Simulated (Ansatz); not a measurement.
The parent structure is CdSe in the wurtzite structure (space group P6_3mc, No. 186; a = 4.3019 Å, c = 7.0211 Å).

Levels (all Ansatz, a first-principles code, PAW): PBEsol (420 eV, scalar-relativistic without spin-orbit coupling); HSE06 (420 eV, without spin-orbit coupling).

The geometry is relaxed with PBEsol.

```
Item              Result
---------------  -------
PBEsol band gap  0.54 eV
```

**Question.** Predict the band gap from HSE06.

**Answer.** The band gap goes up by 1.07 eV, from 0.54 eV to 1.61 eV.

Single points use the geometry relaxed with PBEsol. Whether these cells are dynamically stable was not tested.
